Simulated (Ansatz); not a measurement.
# Hf2SnC: pressure 0.3 GPa

The reference is Hf2SnC (space group P6_3/mmc, No. 194; a = 3.299 Å, c = 14.395 Å; a cell from a computed database, its experimental status unchecked).

Perturbation: a hydrostatic pressure of 0.3 GPa.

Level of theory: PBEsol in Ansatz (plane waves to 420 eV, PAW, scalar-relativistic without spin-orbit coupling). k-mesh 16×16×4 (Γ-centred); smearing 0.05 eV (Fermi–Dirac).

The volume per atom decreases by 0.034 Å³ (16.96 Å³ → 16.92 Å³) and the density goes up by 0.02 g/cm³ (11.94 g/cm³ → 11.96 g/cm³). The lattice parameter a decreases by 0.0023 Å (3.299 Å → 3.296 Å) and the shortest interatomic distance stays essentially unchanged (2.264 Å against 2.263 Å). The enthalpy H = E + PV relative to the base's energy amounts to +0.03 eV/atom and the band gap stays zero.

Final structure:

```xyz
8
Lattice="3.2965 0.0000 0.0000 -1.6482 2.8548 0.0000 0.0000 0.0000 14.3859" Properties=species:S:1:pos:R:3 pbc="T T T"
Hf     0.0000     1.9032     1.2234
Hf     1.6482     0.9516    13.1625
Hf     1.6482     0.9516     8.4163
Hf     0.0000     1.9032     5.9696
Sn     0.0000     1.9032    10.7894
Sn     1.6482     0.9516     3.5965
C      0.0000     0.0000     0.0000
C      0.0000     0.0000     7.1929
```

Load acts through the strain it causes; cell and atoms are relaxed under it. Stability against distortions was not tested. The final runs are not spin-polarised.

Ansatz is a program for electronic structure.
